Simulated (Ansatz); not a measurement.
For Ba₃N (P6₃/mcm, No. 193, 8 atoms in the cell; start mp-10736), LDA (Ansatz, a first-principles code, plane waves, PAW) gives:

* **equilibrium lattice constant a**: 7.397 Å
* **c axis length**: 6.799 Å
* **bulk modulus B0**: 13.1 GPa
* **cohesive energy**: 3.65 eV/atom

Question: What does r²SCAN (plane waves, PAW; Ansatz) give for the same quantities?

Answer: 
- lattice constant a: 7.772 Å (grows by 5.1 %)
- lattice parameter c: 7.035 Å (rises by 3.5 %)
- bulk modulus: 12.3 GPa (falls by 6.1 %)
- cohesive energy: 3.18 eV/atom (falls by 0.47 eV/atom)

Changes are worked out from the printed values.

Unless a cell is named, each level is at its own relaxed cell (LDA 40.27, r²SCAN 46.00 Å³/atom).

Caveats: the bulk modulus is −V dP/dV from two relaxed cells at ±2 % in volume (LDA, r²SCAN); the relaxation could not lower the start's symmetry, so the cell can be a saddle point above a distorted one (LDA, r²SCAN). Ansatz's density-functional and Hartree–Fock values are scalar-relativistic unless marked +SOC, with PAW data made under PBE.

A start named mp-… is a Materials Project structure, which need not be a measured phase.
